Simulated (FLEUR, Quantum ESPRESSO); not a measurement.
A FLEUR input for a self-consistent single point of AlNi3 (Pm-3m, 4 atoms in the cell) (DFT, PBE, all-electron FLAPW (FLEUR), scalar-relativistic valence):

Input of the input generator:

```
AlNi3 crystal
&input film=f /
1.0000000000 0.0000000000 0.0000000000
0.0000000000 1.0000000000 0.0000000000
0.0000000000 0.0000000000 1.0000000000
6.5296670545
1.0 1.0 1.0

4
13 0.0000000000 0.0000000000 0.0000000000 : 0.00
28 0.0000000000 0.5000000000 0.5000000000 : 2.00
28 0.5000000000 0.0000000000 0.5000000000 : 2.00
28 0.5000000000 0.5000000000 0.0000000000 : 2.00

&comp jspins=2 /
&kpt div1=8 div2=8 div3=8 gamma=t /
&end /
```

```xml
<?xml version="1.0" encoding="UTF-8" standalone="no"?>
<fleurInput fleurInputVersion="0.39">
   <comment>
      AlNi3 crystal                                                                                       
   </comment>
   <calculationSetup>
      <cutoffs Kmax="4.6" Gmax="18.4" GmaxXC="18.4" numbands="0"/>
      <scfLoop itmax="80" minDistance="0.00001" maxIterBroyd="15" imix="Anderson" alpha="0.05" precondParam="0.0" spinf="2.0"/>
      <coreElectrons ctail="T" frcor="F" kcrel="0" coretail_lmax="0"/>
      <xcFunctional name="pbe" relativisticCorrections="F"/>
      <magnetism jspins="2"/>
      <soc l_soc="F" theta="0.0" phi="0.0" spav="F"/>
      <expertModes spex="0" secvar="F"/>
      <geometryOptimization l_f="T" forcealpha="1.0" forcemix="BFGS" epsdisp="0.00001" epsforce="0.00001"/>
      <ldaU l_linMix="F" mixParam="0.05" spinf="1.0"/>
   </calculationSetup>
   <cell>
      <bzIntegration valenceElectrons="51.0" mode="hist" fermiSmearingEnergy="0.00367493">
         <kPointListSelection listName="default-1"/>
         <!-- k-points included here -->
         <xi:include xmlns:xi="http://www.w3.org/2001/XInclude" href="kpts.xml"> </xi:include>
      </bzIntegration>
      <!-- symmetry operations included here -->
      <xi:include xmlns:xi="http://www.w3.org/2001/XInclude" href="sym.xml"> </xi:include>
      <bulkLattice scale="1.0">
         <bravaisMatrix>
            <row-1>    6.5296670545000000     0.0000000000000000     0.0000000000000000</row-1>
            <row-2>    0.0000000000000000     6.5296670545000000     0.0000000000000000</row-2>
            <row-3>    0.0000000000000000     0.0000000000000000     6.5296670545000000</row-3>
         </bravaisMatrix>
      </bulkLattice>
   </cell>
   <atomSpecies>
      <species name="Aluminum (Al)" element="Al" atomicNumber="13">
         <mtSphere radius="1.73" gridPoints="599" logIncrement="0.019"/>
         <atomicCutoffs lmax="8" lnonsphr="6"/>
         <electronConfig flipSpins="F">
            <coreConfig>(1s1/2) (2s1/2) (2p1/2) (2p3/2)</coreConfig>
            <valenceConfig>(3s1/2) (3p1/2) (3p3/2)</valenceConfig>
            <stateOccupation state="(3p1/2)" spinUp="0.1666666667" spinDown="0.1666666667"/>
            <stateOccupation state="(3p3/2)" spinUp="0.3333333333" spinDown="0.3333333333"/>
         </electronConfig>
         <energyParameters s="3" p="3" d="3" f="4"/>
      </species>
      <species name="Nickel (Ni2.000" element="Ni" atomicNumber="28">
         <mtSphere radius="2.20" gridPoints="761" logIncrement="0.016"/>
         <atomicCutoffs lmax="8" lnonsphr="6"/>
         <electronConfig flipSpins="F">
            <coreConfig>(1s1/2) (2s1/2) (2p1/2) (2p3/2) (3s1/2)</coreConfig>
            <valenceConfig>(3p1/2) (3p3/2) (4s1/2) (3d3/2) (3d5/2)</valenceConfig>
            <stateOccupation state="(3d3/2)" spinUp="2.0" spinDown="1.2"/>
            <stateOccupation state="(3d5/2)" spinUp="3.0" spinDown="1.8"/>
         </electronConfig>
         <energyParameters s="4" p="4" d="3" f="4"/>
         <lo type="SCLO" l="1" n="3" eDeriv="0"/>
      </species>
   </atomSpecies>
   <atomGroups>
      <atomGroup species="Aluminum (Al)">
         <relPos label="                   1">.0000000000 .0000000000 .0000000000</relPos>
         <force calculate="T" relaxXYZ="TTT"/>
      </atomGroup>
      <atomGroup species="Nickel (Ni2.000">
         <relPos label="                   2">.0000000000 1.000/2.000 1.000/2.000</relPos>
         <relPos label="                   3">1.000/2.000 .0000000000 1.000/2.000</relPos>
         <relPos label="                   4">1.000/2.000 1.000/2.000 .0000000000</relPos>
         <force calculate="T" relaxXYZ="TTT"/>
      </atomGroup>
   </atomGroups>
   <output dos="F" band="F" slice="F">
      <checks vchk="F" cdinf="F"/>
      <bandDOS minEnergy="-.5*Htr" maxEnergy="0.5*Htr" sigma="0.015" storeEVData="T"/>
      <vacuumDOS vacdos="F" integ="F" star="F" nstars="0" locx1="0.0" locy1="0.0" locx2="0.0" locy2="0.0" nstm="0" tworkf="0.0"/>
      <unfoldingBand unfoldBand="F" supercellX="1" supercellY="1" supercellZ="1"/>
      <plotting iplot="0" polar="F">
         <plot TwoD="T" vec1="  1.0  0.0  0.0" vec2="  0.0  1.0  0.0" vec3="  0.0  0.0  1.0" zero="  0.0  0.0  0.0" file="plot"/>
      </plotting>
      <chargeDensitySlicing numkpt="0" minEigenval="0.0" maxEigenval="0.0" nnne="0" pallst="F"/>
      <specialOutput eonly="F"/>
      <magneticCircularDichroism mcd="F" energyLo="-10.0" energyUp="0.0"/>
   </output>
  <!-- We include the file relax.xml here to enable relaxations (see documentation) -->
  <xi:include xmlns:xi="http://www.w3.org/2001/XInclude" href="relax.xml"> <xi:fallback/> </xi:include>
</fleurInput>
```

Write the same calculation as an input for Quantum ESPRESSO.

This is the input that was run; spellings and numerical settings could be chosen otherwise.

```fortran
&CONTROL
  calculation = 'scf'
  prefix = 'run'
  outdir = './work'
  pseudo_dir = './'
  verbosity = 'high'
  tprnfor = .true.
  tstress = .true.
/
&SYSTEM
  ibrav = 0
  celldm(1) = 6.5296670545
  nat = 4
  ntyp = 2
  ecutwfc = 50
  ecutrho = 300
  occupations = 'smearing'
  smearing = 'fd'
  degauss = 0.0073499
  nspin = 2
  starting_magnetization(2) = 0.200
/
&ELECTRONS
  conv_thr = 1.0e-11
  mixing_beta = 0.4
/
ATOMIC_SPECIES
Al    26.9815  Al.pbe-n-kjpaw_psl.1.0.0.UPF
Ni    58.6934  Ni.pbe-n-kjpaw_psl.1.0.0.UPF
CELL_PARAMETERS {alat}
   1.0000000000     0.0000000000     0.0000000000
   0.0000000000     1.0000000000     0.0000000000
   0.0000000000     0.0000000000     1.0000000000
ATOMIC_POSITIONS {angstrom}
Al    0.0000000000    0.0000000000    0.0000000000
Ni    0.0000000000    1.7276755000    1.7276755000
Ni    1.7276755000    0.0000000000    1.7276755000
Ni    1.7276755000    1.7276755000    0.0000000000
K_POINTS {automatic}
8 8 8  0 0 0
```

Basis settings and potentials, where a program has them, do not carry over. This input uses DFT, PBE, plane waves, PSlibrary PAW (PBE) pseudopotentials. Both were run: size of the net moment 0.00 μB/atom in FLEUR and 0.00 in Quantum ESPRESSO.

On FLEUR: the starting cell comes from a database of computed structures (which also holds hypothetical and non-ambient phases and stackings), without a prior relaxation at this level. Its lattice was rescaled by a random factor within 2.5 % of one. For this run, on top of that: lattice scaled by 0.98. The starting moments vanished: the run ended non-magnetic, which need not be the lowest state. Values depend on the basis (sphere radii, cutoffs, local orbitals), which need not be converged.

On Quantum ESPRESSO: the starting cell comes from a database of computed structures (which also holds hypothetical and non-ambient phases and stackings), without a prior relaxation at this level. Its lattice was rescaled by a random factor within 2.5 % of one. For this run, on top of that: lattice scaled by 0.98. The starting moments vanished: the run ended non-magnetic, which need not be the lowest state. With a pressure of about 21 GPa the cell is away from its equilibrium volume at this level.
